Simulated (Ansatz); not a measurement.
Checking a run of Ansatz (an electronic-structure program) on AgBr (Fm-3m, 2 atoms in the cell). The aim is a self-consistent single point with DFT, PBE, plane waves, default PAW files.

Cell that was meant: a = 4.1413 Å, b = 4.1413 Å, c = 4.1413 Å, α = 60.00°, β = 60.00°, γ = 60.00°.

Part of the input:

```yaml
# AgBr
crystal:
  lattice:
    - [0.000000, 1.549601, 1.549601]
    - [1.549601, 0.000000, 1.549601]
    - [1.549601, 1.549601, 0.000000]
  atoms:
    - { symbol: Ag, position: [0.000000, 0.000000, 0.000000] }
    - { symbol: Br, position: [0.500000, 0.500000, 0.500000] }
```

Output (repeated stretches shortened):

```
WARN basis.ecutwfc = 420 eV, the default
WARN ansatz: RAYON_NUM_THREADS=1 ignored (pool sized by the plan → 1); use --threads N
   [... lines left out ...]
Symmetry: 48 space group operations
Space group: Fm-3m (ITA 225), of the structure as read, at distance tolerance 2.0e-5 Å
k-points: 47 of 1000
Initial density: superposition of atomic densities (neutral atoms: chi_scale 0, normalization atom), corrected by the library's trained network
Initial wavefunctions: pseudopotential atomic-orbital guess
Eigensolver: davidson
Functional: x = pbe(κ = 0.804, μ = 0.2195149727645171), c = pbe(β = 0.06672455060314922)
SCF iter   1: F=—  HF=-10200.115841 eV  |F-HF|=—  |Δ(HF+E_count)|=         —  Δρ=1.09e0  dr2=4.06e1  ethr=1.77e-3  ⟨swp⟩=5.3  Hψ=4206  notcnv=0  defer=83
all-band conjugate gradients solve this SCF's bands
   [... lines left out ...]
WARN: the bands overlap at the fill by count (13 filled at each k-point of a channel) …
SCF 1 converged in 8 iterations: F = -10201.844952 eV  dr2 = 1.10e-10
Free energy (F): -10201.844952 eV
Internal energy: -10201.844952 eV  (E = F + TS)
E sigma→0 (E₀):  -10201.844952 eV
Fermi energy:    87.703658 eV
--- Forces (eV/Å), atoms counted from 1 ---
  atom   1  Ag    -0.00000000     0.00000000     0.00000000
  atom   2  Br     0.00000000    -0.00000000    -0.00000000
--- Stress (GPa, compression-positive) ---
     7155.078479       0.000000       0.000000
        0.000000    7155.078479       0.000000
       -0.000000       0.000000    7155.078479
  P = ⅓ Tr σ = 7155.0785 GPa (71550.785 kbar)
  The stress holds the Pulay correction. Without it, at fixed plane waves, as pw.x and ABINIT print it: P = 7144.0348 GPa
```

Question: Is this run sound? If not, what is wrong?

Answer: The run is not sound. The fault is this: lattice multiplied by the bohr radius once too often. Bohr and ångström differ by a factor of 1.89; the cell that the program reads is then far too large or far too small. To fix it, give the lengths in the unit that the key or card expects. The run converged in 8 iterations without an error; against the sound input the free energy rises by 86.3 eV/atom, the pressure goes from -0.31 to 7155 GPa and no clean gap remains on the mesh (levels overlap or are partly filled), against 0.69 eV before. The full log also holds (shortened here): “WARN: iter 1: σ=0 fill of 13 bands saw a band overlap (occupied 91.9492 eV > unoccupied 77.9975 eV) — on an unconverged iterate often a transient of an (band_overlap_at_count)”.

The sound input it was made from differs as follows (other fixes are possible):
```diff
-    - [0.000000, 1.549601, 1.549601]
-    - [1.549601, 0.000000, 1.549601]
-    - [1.549601, 1.549601, 0.000000]
+    - [0.000000, 2.928322, 2.928322]
+    - [2.928322, 0.000000, 2.928322]
+    - [2.928322, 2.928322, 0.000000]
```

With that input, the run converged in 6 iterations: free energy E − TS (on the zero of these files) -10374.3659 eV; top of the valence band (on the code's own zero) 7.22 eV; gap on the k-point mesh 0.69 eV; pressure -0.31 GPa (DFT, PBE, plane waves, default PAW files).

On the sound input: the starting cell comes from a database of computed structures (which also holds hypothetical and non-ambient phases and stackings), without a prior relaxation at this level. Its lattice was rescaled by a random factor within 2.5 % of one. Ansatz's pressure includes its estimate of the finite-basis (Pulay) stress.

Keys are those of Ansatz 0.2.
